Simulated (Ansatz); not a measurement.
Take Si in the diamond structure (space group Fd-3m, No. 227; a = 5.434 Å) as the base.

Structures relaxed with PBEsol (Ansatz, a quantum-chemistry and plane-wave program; PAW; 420 eV plane waves; scalar-relativistic without spin-orbit coupling).

Base:

Simulated powder pattern, Cu Kα1, λ = 1.54056 Å (kinematic, ideal powder, no thermal factors, no anomalous dispersion; the 8 strongest lines at most, above 2 %, up to 2θ = 90°):

| 2θ (°) | I/Imax (%) | hkl |
|---|---|---|
| 28.43 | 100 | (111) |
| 47.28 | 67 | (220) |
| 56.09 | 40 | (311) |
| 69.09 | 11 | (400) |
| 76.33 | 16 | (331) |
| 87.97 | 23 | (422) |

After one change:

Simulated powder pattern, Cu Kα1, λ = 1.54056 Å (kinematic, ideal powder, no thermal factors, no anomalous dispersion; the 8 strongest lines at most, above 2 %, up to 2θ = 90°):

| 2θ (°) | I/Imax (%) |
|---|---|
| 27.70 | 100 |
| 45.99 | 12 |
| 46.03 | 60 |
| 54.56 | 29 |
| 54.59 | 14 |
| 74.10 | 11 |
| 85.20 | 7.8 |
| 85.26 | 9.6 |

Task: What was done to the base?
A) x(Ge) = 0.375, 8 atoms, Pmm2
B) x(Ge) = 0.667, 6 atoms, I-4m2
C) x(Ge) = 0.75, 4 atoms, P-4m2
D) x(Ge) = 0.625, 8 atoms, Pm

Result: D, x(Ge) = 0.625, 8 atoms, Pm. Its volume per atom is 21.64 Å³ against 20.05 Å³, and its space group is Pm (No. 6).

Each cell is one ordered arrangement of few atoms, which overstates ordering effects compared with a random alloy. No phonon test of stability was made.
